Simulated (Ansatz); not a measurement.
Bond-angle distributions (per cent of the angles at each element, bins of 10°) of a relaxed model of amorphous silicon oxynitride (Si₂₄O₄₅N₂) at 2.20 g/cm³. Method: PBE, scalar-relativistic without spin-orbit coupling (plane waves to 420 eV, PAW; Ansatz, a first-principles code).

The cell was made by melting and quenching with the CHGNet potential and then relaxed with DFT. O and N atoms were pushed apart under 1.9 Å during the dynamics, to hinder bonds among them. The hot cell started wider than the set density and was brought back towards it in steps. It is the lowest in DFT energy of 2 quenches. It is a model cell: composition and starting density were chosen by hand, and all elements were melted together. No dispersion term was used. Its density started from a set value of 2.20 and ended at 2.20 g/cm³. The simulated quench (nominally 400 K/ps over its main leg) is rapid and tends to freeze in more defects than a deposited or slowly cooled glass has. A cell of this size samples the disorder only roughly. The volume was held where the preparation left it and the shape relaxed, at a PBE pressure of 0.1 GPa.

Cut-offs for bonds: Si-Si 2.60 Å, Si-O 1.92 Å, Si-N 2.18 Å, O-O 1.58 Å, O-N 1.64 Å, N-N 1.70 Å. Two cations that share two anions don't count as bonded, nor two that share one unless they lie closer than Si-Si 2.38 Å.

| angle (°) | at Si | at O |
|---|---|---|
| 50-60 | 0 | 0 |
| 60-70 | 0 | 0 |
| 70-80 | 0 | 0 |
| 80-90 | 0 | 5 |
| 90-100 | 3 | 0 |
| 100-110 | 51 | 0 |
| 110-120 | 41 | 11 |
| 120-130 | 4 | 30 |
| 130-140 | 0 | 18 |
| 140-150 | 0 | 11 |
| 150-160 | 0 | 16 |
| 160-170 | 0 | 9 |
| 170-180 | 0 | 0 |

They go with these counts of neighbours within the cut-offs, cation contacts included: Si mean 3.9, most often 4; O mean 2.0, most often 2.
